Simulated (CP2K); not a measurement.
CP2K run on Be (P-1, 2 atoms in the cell): self-consistent single point.

Method: PBE, GPW, DZVP-MOLOPT-SR-GTH basis, GTH-PBE potentials (GTH_POTENTIALS) in CP2K.

The change in words: lattice scaled by 0.98. Reference geometry:
```xyz
2
Lattice="2.2648 0.0000 0.0000 -1.1324 1.9614 0.0000 0.0000 0.0000 3.5741" Properties=species:S:1:pos:R:3 pbc="T T T"
Be    -0.0048     1.3137     2.6818
Be     1.1372     0.6476     0.8923
```

Reference input (self-consistent single point, DFT PBE, GPW, DZVP-MOLOPT-SR-GTH basis, GTH-PBE potentials (GTH_POTENTIALS)): CUTOFF = 600 Ry; REL_CUTOFF = 50 Ry; SMEAR/METHOD = GAUSSIAN; SIGMA = 0.272 eV; KPOINTS/SCHEME = MONKHORST-PACK 13 13 8; GAMMA_CENTERED = T; XC_FUNCTIONAL = PBE; Be/BASIS_SET = DZVP-MOLOPT-SR-GTH; Be/POTENTIAL = GTH-PBE-q4; METHOD = GPW; EPS_DEFAULT = 1e-10; NGRIDS = 5. This run's input differs from it in these lines:

```diff
@@ -63,5 +63,5 @@
     &CELL
-      A 2.26478000 0.00000000 0.00000000
-      B -1.13239000 1.96135700 0.00000000
-      C 0.00000000 0.00000000 3.57410000
+      A 2.21948400 0.00000000 0.00000000
+      B -1.10974200 1.92213000 0.00000000
+      C 0.00000000 0.00000000 3.50261800
       PERIODIC XYZ
@@ -69,4 +69,4 @@
     &COORD
-      Be      -0.00478661     1.31373065     2.68178662
-      Be       1.13717661     0.64762635     0.89231338
+      Be      -0.00469088     1.28745613     2.62815089
+      Be       1.11443288     0.63467387     0.87446711
     &END COORD
```

Log, with long lists cut:

```
 SCF WAVEFUNCTION OPTIMIZATION

  Step     Update method      Time    Convergence         Total energy    Change
     1 NoMix/Diag. 0.30E+00      -     0.95138847       -30.0654247048 -3.01E+01
     2 Broy./Diag. 0.30E+00      -     0.00682362       -29.3247787956  7.41E-01
     3 Broy./Diag. 0.30E+00      -     0.01576431       -29.3295141161 -4.74E-03
     4 Broy./Diag. 0.30E+00      -     0.00023860       -29.3302892288 -7.75E-04
     5 Broy./Diag. 0.30E+00      -     0.00038417       -29.3318176686 -1.53E-03
     6 Broy./Diag. 0.30E+00      -     0.00001108       -29.3318887334 -7.11E-05
     7 Broy./Diag. 0.30E+00      -     0.00001318       -29.3318861577  2.58E-06
     8 Broy./Diag. 0.30E+00      -     0.00000095       -29.3318831836  2.97E-06
     9 Broy./Diag. 0.30E+00      -     0.00000045       -29.3318816703  1.51E-06
    10 Broy./Diag. 0.30E+00      -     5.0244E-09       -29.3318816196  5.06E-08
  *** SCF run converged in    10 steps ***

  Overlap energy of the core charge distribution:               0.00000000000000
  Self energy of the core charge distribution:                -27.77548719004339
  Core Hamiltonian energy:                                      1.08906560550073
  Hartree energy:                                               3.09211191578596
  Exchange-correlation energy:                                 -5.73742355273997
  Smearing free energy correction:                             -0.00014839811655
  Fermi energy:                                                 0.29549346791610

  Total energy:                                               -29.33188161961331
  Total energy (extrapolated to sigma->0):                    -29.33180742055503

                     Mulliken Population Analysis

   [... lines left out ...]

 STRESS| Analytical stress tensor [bar]
 STRESS|                        x                   y                   z
 STRESS|      x        8.54111396154E+04   2.32812847520E+03  -3.46188631289E+01
 STRESS|      y        2.32812847520E+03   9.13939219920E+04   4.60954950959E+01
 STRESS|      z       -3.46188631289E+01   4.60954950959E+01   5.69405913152E+04
 STRESS| 1/3 Trace                                             7.79152176409E+04
```

The run converged in 10 iterations. Against the reference run the free energy rises by 10.2 meV/atom, the pressure goes from -0.46 to 7.79 GPa and the largest force goes from 0.063 to 0.069 eV/Å.

The starting cell comes from a database of computed structures (which also holds hypothetical and non-ambient phases and stackings), without a prior relaxation at this level. Its atoms were displaced at random from the sites of space group no. 194. For this run, on top of that: lattice scaled by 0.98. Values carry the incompleteness of an atom-centred basis. With a pressure of about 8 GPa the cell is away from its equilibrium volume at this level.

Cost on one core of a shared machine: roughly 2 min.
